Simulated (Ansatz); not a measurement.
Results of PBE0 in Ansatz (PAW) for SiO2 (I-42d, No. 122, 6 atoms in the cell; start mp-546794; a measured phase of this formula has another space group).

Run with plane-wave cutoff 460 eV, 6×6×6 k mesh, Fermi–Dirac smearing 0.01 eV, scalar-relativistic PAW data made under PBE.

Computed at the level's own relaxed cell.

```yaml
crystal:
  lattice:
    - [-2.50774, 2.50774, 3.66415]
    - [2.50774, -2.50774, 3.66415]
    - [2.50774, 2.50774, -3.66415]
  atoms:
    - { symbol: Si, position: [0.00000, 0.00000, 0.00000] }
    - { symbol: Si, position: [0.75000, 0.25000, 0.50000] }
    - { symbol: O, position: [0.37500, 0.20973, 0.33473] }
    - { symbol: O, position: [0.79027, 0.12500, 0.16527] }
    - { symbol: O, position: [0.87500, 0.04027, 0.66527] }
    - { symbol: O, position: [0.95973, 0.62500, 0.83473] }
```

Q: List the 20 lowest band energies at Γ above −25 eV (eV, relative to the valence band maximum), grouping those that round alike.

A: At Γ: -20.81, -18.65 (×2), -18.60, -9.88, -5.86 (×2), -5.64, -2.73, -2.36, -1.74 (×2), -1.70, -0.61, 0.00 (×2), 8.37, 11.61, 13.15 (×2).

Note: the run warned that its exchange threshold was loose for the stress.

A start named mp-… is a Materials Project structure, which need not be a measured phase.

Ansatz is an electronic-structure program.
